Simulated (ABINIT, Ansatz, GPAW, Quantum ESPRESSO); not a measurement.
# Code comparison for LaH₃ (Fm-3m, 4 atoms in the cell)

Self-consistent single point.

```yaml
crystal:
  lattice:
    - [0.00000, 2.84416, 2.84416]
    - [2.84416, 0.00000, 2.84416]
    - [2.84416, 2.84416, 0.00000]
  atoms:
    - { symbol: La, position: [0.00000, 0.00000, 0.00000] }
    - { symbol: H, position: [0.50000, 0.50000, 0.50000] }
    - { symbol: H, position: [0.75000, 0.75000, 0.75000] }
    - { symbol: H, position: [0.25000, 0.25000, 0.25000] }
```

All programs got the same cell, k-point mesh and kind of occupations (in Ansatz's words: kpoints.mp_grid.grid = 10 10 10; scf.occupations.method = gaussian; scf.occupations.width = 0.272 eV); potentials, basis and cutoffs are each program's usual ones.

```
code                                                                             model  pressure (GPa)   cutoff
----------------  --------------------------------------------------------------------  --------------  -------
Ansatz                                             LDA (PW92), PAW files made with PBE           -8.62  default
ABINIT                                              LDA (PW92), PAW (JTH v2.0 LDA PAW)           -8.33    30 Ha
GPAW                     LDA (Perdew-Wang 92), GPAW PAW datasets LDA (gpaw-data 1.0.1)           -8.45   850 eV
Quantum ESPRESSO  LDA (PZ), PseudoDojo standard norm-conserving (PBE) pseudopotentials           -8.48   110 Ry
```

The spread over the programs that give each value: pressure within 0.29 GPa.

The starting cell comes from a database of computed structures (which also holds hypothetical and non-ambient phases and stackings), without a prior relaxation at this level. Its lattice was rescaled by a random factor within 2.5 % of one. On Ansatz's run: In the base run, with a pressure of about -9 GPa the cell is away from its equilibrium volume at this level.

Problem. Why do the programs differ, and what cannot be compared?

Solution. Differences of this kind can come from the potentials, where these differ, and from what each basis and cutoff leave unconverged. The zero of total energies and Fermi levels follows the potentials and each program's conventions, so they are not compared here. Ansatz's pressure is given at a fixed set of plane waves, as the other plane-wave codes print theirs; with its correction for the finite basis it is -8.54 GPa. The same LDA comes in different parametrisations, which differ slightly.

Left out of this page: Elk and FLEUR (not drawn, or without a comparable value).

Ansatz is a program for electronic structure.

Keys are those of Ansatz 0.2.
